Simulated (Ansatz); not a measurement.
Start from Ga2O3 in the corundum structure (space group R-3c, No. 167; a = 5.058 Å, c = 13.623 Å (hexagonal axes)). Axes: x lies along a and z along c of the hexagonal cell.

Calculations: PBE (Ansatz, an electronic-structure program), spin-orbit coupling left out.

For the base:

```
Quantity                      Value
-------------------  --------------
Electron mass        0.21 mₑ (at Γ)
Smallest direct gap         2.63 eV
```

Modification: compressive biaxial strain of 0.75 % in the plane normal to [001], as in epitaxy on a mismatched substrate; the out-of-plane cell vector and the atoms relax.

### Question
How does this affect the electron mass, out-of-plane strain, energy relative to the base and smallest direct gap?

### Answer
The electron mass becomes 0.22 mₑ (at Γ) (base: 0.21 mₑ (at Γ)); the out-of-plane strain is +0.54 %; the energy grows by 1.6 meV/atom; the smallest direct gap grows by 0.10 eV, from 2.63 eV to 2.73 eV.

Masses are band curvatures over ±0.01 Å⁻¹ around the edge. Stability against distortions was not tested.
